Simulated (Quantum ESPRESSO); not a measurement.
## Quick settings and what they miss: La3PbC (Pm-3m, 5 atoms in the cell)

Self-consistent single point.

```yaml
crystal:
  lattice:
    - [5.24231, 0.00000, 0.00000]
    - [0.00000, 5.24231, 0.00000]
    - [0.00000, 0.00000, 5.24231]
  atoms:
    - { symbol: La, position: [0.50000, 0.00000, 0.50000] }
    - { symbol: La, position: [0.00000, 0.50000, 0.50000] }
    - { symbol: La, position: [0.50000, 0.50000, 0.00000] }
    - { symbol: Pb, position: [0.00000, 0.00000, 0.00000] }
    - { symbol: C, position: [0.50000, 0.50000, 0.50000] }
```

Method: PBEsol, GBRV 1.5 ultrasoft (PBESOL) pseudopotentials (plane waves; Quantum ESPRESSO).

Base settings: ecutwfc = 40 Ry; ecutrho = 200 Ry; occupations = smearing; smearing = mp; degauss = 0.0073499 Ry; potentials = {La: la_pbesol_v1.uspp.F.UPF, Pb: pb_pbesol_v1.uspp.F.UPF, C: c_pbesol_v1.2.uspp.F.UPF}; K_POINTS = automatic 8 8 8 1 1 1; conv_thr = 1e-10 Ry; mixing_beta = 0.5.

Tight run (finer mesh or higher cutoff; not a proven limit): ecutwfc: 40 Ry → 56 Ry; ecutrho: 200 Ry → 280 Ry; conv_thr: 1e-10 Ry → 7.3e-11 Ry; K_POINTS: automatic 8 8 8 1 1 1 → automatic 11 11 11 1 1 1. It gave Fermi level (on the code's own zero) 11.34 eV; pressure -2.47 GPa.

Quick runs, as changes from the base:
- A: ecutwfc: 40 Ry → 24 Ry; ecutrho: 200 Ry → 120 Ry; smearing: mp → gauss; degauss: 0.0073499 Ry → 0.0147 Ry; K_POINTS: automatic 8 8 8 1 1 1 → automatic 1 1 1 1 1 1
- B: smearing: mp → fd; degauss: 0.0073499 Ry → 0.019992 Ry; K_POINTS: automatic 8 8 8 1 1 1 → automatic 4 4 4 1 1 1
- C: ecutwfc: 40 Ry → 20 Ry; ecutrho: 200 Ry → 100 Ry; smearing: mp → gauss; degauss: 0.0073499 Ry → 0.036749 Ry; K_POINTS: automatic 8 8 8 1 1 1 → automatic 2 2 2 1 1 1
- D: ecutwfc: 40 Ry → 28 Ry; ecutrho: 200 Ry → 140 Ry; smearing: mp → gauss; degauss: 0.0073499 Ry → 0.019992 Ry; conv_thr: 1e-10 Ry → 7.3e-06 Ry; pseudopotentials: {La: la_pbesol_v1.uspp.F.UPF, Pb: pb_pbesol_v1.uspp.F.UPF, C: c_pbesol_v1.2.uspp.F.UPF} → {La: la_lda_v1.uspp.F.UPF, Pb: pb_lda_v1.uspp.F.UPF, C: c_lda_v1.2.uspp.F.UPF}; K_POINTS: automatic 8 8 8 1 1 1 → automatic 4 4 4 1 1 1 [LDA (PZ)]
- E: ecutwfc: 40 Ry → 24 Ry; ecutrho: 200 Ry → 120 Ry; smearing: mp → gauss; degauss: 0.0073499 Ry → 0.0147 Ry; K_POINTS: automatic 8 8 8 1 1 1 → automatic 6 6 6 1 1 1

Energies are extrapolated to zero smearing width, which holds to low order in the width alone (under cold and Methfessel-Paxton smearing the free energy itself is taken).

Dashes: time of A, C, under 30 s; energy of D, another energy zero; pressure of D, not trusted under this conv_thr with d or f elements.

† marks runs with another functional, U, potentials or spin treatment: their distance from the tight run is not a convergence error alone.

The count of work is k-points × plane waves × bands × iterations; it is no time. Core times come from one kind of shared machine and are given to one figure; runs under 30 s give none.

The starting cell comes from a database of computed structures (which also holds hypothetical and non-ambient phases and stackings), without a prior relaxation at this level. Its lattice was rescaled by a random factor within 2.5 % of one.

```
run  energy less tight (meV/atom)  pressure less tight (GPa)  count of work / tight  core time / tight (rough)
---  ----------------------------  -------------------------  ---------------------  -------------------------
A                           200.2                       6.55                 0.0030                          –
B                            12.9                       0.18                  0.045                        0.1
C                           151.6                      -4.87                 0.0030                          –
D†                              –                          –                  0.020                       0.06
E                            12.2                      -0.59                  0.056                       0.09
```

Among the runs at the tight run's level, the energy misses run from 12.2 to 200.2 meV/atom.
